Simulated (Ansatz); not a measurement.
# BeTe: tensor shear ε_xy = +0.86 %

Start from BeTe in the zinc blende structure (space group F-43m, No. 216; a = 5.657 Å). Axes: x, y, z lie along the cube axes.

Perturbation: a pure shear with ε_xy = ε_yx = 0.0086, atoms relaxed at fixed cell.

All numbers come from r2SCAN/PAW in Ansatz (a first-principles code), no spin-orbit coupling. Settings: 10×10×10 k-points, 0.05 eV Fermi–Dirac smearing.

- Volume per atom: 22.63 Å³ (base 22.63 Å³)
- Space group: Imm2 (No. 44) (base F-43m (No. 216))
- Shortest interatomic distance: 2.442 Å (base 2.449 Å)
- Energy relative to the base (free energy F): +1.1 meV/atom
- Pressure (mean of the normal stresses, compression positive): 0.02 GPa (base 0.01 GPa)
- Band gap: 2.28 eV (base 2.37 eV)
- Gap character: indirect, Γ → X
- Smallest direct gap: 3.89 eV (base 4.04 eV)
- Valence-band top at Γ (three highest levels, from the VBM): 0.00, -0.07, -0.13 eV (base 0.00, 0.00, 0.00 eV)
- Stress (xx, yy, zz, yz, xz, xy; compression positive): (0.03, 0.03, 0.01, 0.00, 0.00, -0.90) GPa

Final structure:

```yaml
crystal:
  lattice:
    - [0.02432, 2.82841, 2.82841]
    - [2.82841, 0.02432, 2.82841]
    - [2.85273, 2.85273, 0.00000]
  atoms:
    - { symbol: Be, position: [0.00095, 0.00095, 0.99905] }
    - { symbol: Te, position: [0.24905, 0.24905, 0.25095] }
```

Cost of the whole job for the changed cell (relaxation, final SCF and bands): around 80 core-seconds (rough).

Spin-orbit coupling, missing from the scalar runs, can matter with Te. The cells carry an imposed strain or load. Stability against distortions was not tested. Labels are those of the standard path for the cell's own space group.
